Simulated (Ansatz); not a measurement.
For TaN (P-62m, No. 189), LDA (plane waves, PAW; Ansatz, a quantum-chemistry and plane-wave program) gives:

```
Quantity               Value
-------------------  -------
lattice parameter a  5.150 Å
lattice parameter c  2.875 Å
```

Problem. What does r²SCAN-D4 (Ansatz, plane waves, PAW) give for the same quantities?

Solution. 
- lattice constant a: 5.194 Å (rises by 0.9 %)
- lattice parameter c: 2.903 Å (increases by 1.0 %)

Changes are worked out from the printed values.

Unless a cell is named, each level is at its own relaxed cell (LDA 11.00, r²SCAN-D4 11.30 Å³/atom).

Levels without +SOC leave out spin–orbit coupling, which shifts energies and cells of such heavy elements.

Ansatz's density-functional and Hartree–Fock values are scalar-relativistic unless marked +SOC, with PAW data made under PBE.
